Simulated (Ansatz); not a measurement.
Base system: HfO2 in the fluorite structure (space group Fm-3m, No. 225; a = 5.058 Å). Axes: x, y, z lie along the cube axes.

Method: DFT with r2SCAN, PAW potentials and a 500 eV plane-wave cutoff in Ansatz (a program for electronic structure), scalar-relativistic without spin-orbit coupling.

Strains are applied to the cell and any free atomic positions relax.

One change was made to it. Results:

| quantity | base | after |
|---|---|---|
| energy relative to the base (free energy F) | 0 meV/atom | +16 meV/atom |
| hole mass | 0.28 mₑ along k, 2.9 mₑ across (at X) | 0.28 mₑ along k, 2.8 mₑ across (at X) |

Task: Which change produced these results?
A) isotropic strain −1.98 %
B) isotropic strain −1.37 %
C) uniaxial strain ε_xx = −4.68 %
D) isotropic strain −0.69 %

Result: B, isotropic strain −1.37 %. For comparison, the energy relative to the base in the other runs: uniaxial strain ε_xx = −4.68 % gives +47 meV/atom; isotropic strain −0.69 % gives +4.0 meV/atom; isotropic strain −1.98 % gives +34 meV/atom.

With Hf present, leaving out spin-orbit coupling can change the band edges. The levels and masses belong to the bands next to the band gap. Effective masses come from finite differences of ±0.01 Å⁻¹. Along k means along the line from Γ to the band edge. Stability against distortions was not tested. This is not the structure that HfO2 has at room temperature and ambient pressure.
